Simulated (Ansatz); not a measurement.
Take MgTe in the wurtzite structure (space group P6_3mc, No. 186; a = 4.609 Å, c = 7.500 Å) as the base. Axes: x lies along a and z along c of the hexagonal cell.

The values are results of Ansatz (a first-principles code) PBE, no SOC, not measurements.

It is then changed as follows: the cell is stretched by 1.20 % along z with no lateral relaxation; the atoms relax in the strained cell.

### Question
Predict the stress tensor and what it implies for the stiffness.

### Answer
Stress of the strained cell less that of the base (GPa, compression positive):
```
  -0.26    0.00    0.00
   0.00   -0.26    0.00
   0.00    0.00   -0.66
```

Then −Δσ_ii/ε with ε = 0.0120 gives relaxed-ion elastic constants: C33 ≈ 55 GPa, C13 ≈ 22 GPa and C23 ≈ 22 GPa.

No phonon test of stability was made.
